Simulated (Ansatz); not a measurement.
The reference is CdCu$_{2}$GeSe$_{4}$ (space group I-42m, No. 121; a = 5.7302 Å, c = 11.0241 Å). Axes: x, y, z lie along a, b, c of the conventional cell.

Level of theory: PBEsol in Ansatz (plane waves to 420 eV, PAW, no spin-orbit coupling).

For the base:

* **Pressure**: 0.0 GPa
* **Shortest interatomic distance**: 2.382 Å

The change: biaxial strain −2.25 %, plane normal [001], relaxed out of plane (Cartesian); in-plane vectors clamped, the third vector and the atoms free.

### Question
What does the calculation give for the energy relative to the base after the change?

### Answer
The energy increases by 5.3 meV/atom.

### Question
What does the calculation give for the pressure after the change?

### Answer
The pressure (mean of the normal stresses, compression positive) goes from zero to 1.1 GPa.

### Question
What does the calculation give for the shortest interatomic distance after the change?

### Answer
The shortest interatomic distance decreases by 0.0127 Å to 2.370 Å.

A case with no gap was solved on a k-mesh chosen for an insulator, which is coarse for it. Whether these cells are dynamically stable was not tested. The final runs are not spin-polarised. Gaps under 0.05 eV, about the width of the smearing, are given as zero.

Ansatz is a first-principles code.
